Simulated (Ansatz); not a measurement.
# CuAu, response to strain

Take CuAu (space group P4/mmm, No. 123; relaxed with 0.1 eV smearing) as the base.

```
CuAu
1.0
    2.86941     0.00000     0.00000
    0.00000     2.86941     0.00000
    0.00000     0.00000     3.64523
Cu Au
1 1
Cartesian
  0.00000   0.00000   0.00000
  1.43470   1.43470   1.82261
```

Strains are applied to the cell and any free atomic positions relax.

The values are results of Ansatz (a quantum-chemistry and plane-wave program) PBE, no SOC, not measurements.

Notes on the quantities. energy relative to the base: free energy F; pressure: mean of the normal stresses, compression positive.

| change | volume per atom | energy relative to the base | pressure |
|---|---|---|---|
| base | 15.01 Å³ | 0 meV/atom | 0.0 GPa |
| isotropic strain −2.50 % | 13.91 Å³ | … | … |
| isotropic strain −2.00 % | 14.12 Å³ | +26 meV/atom | 10.1 GPa |
| isotropic strain −1.50 % | 14.34 Å³ | +14 meV/atom | 7.2 GPa |
| isotropic strain −1.00 % | 14.56 Å³ | +6.2 meV/atom | 4.6 GPa |
| isotropic strain +0.50 % | 15.23 Å³ | +1.4 meV/atom | … |
| isotropic strain +1.50 % | 15.69 Å³ | +12 meV/atom | … |
| isotropic strain +2.00 % | 15.93 Å³ | +22 meV/atom | -7.1 GPa |
| isotropic strain +2.50 % | 16.16 Å³ | +33 meV/atom | -8.5 GPa |
| isotropic strain +3.00 % | 16.40 Å³ | +47 meV/atom | -9.7 GPa |

Q: Fill in the withheld entries from the trend.

A: 
- isotropic strain −2.50 %, energy relative to the base: +41 meV/atom
- isotropic strain −2.50 %, pressure: 13.1 GPa
- isotropic strain +0.50 %, pressure: -2.0 GPa
- isotropic strain +1.50 %, pressure: -5.5 GPa

No phonon test of stability was made. All final runs are without spin polarisation.
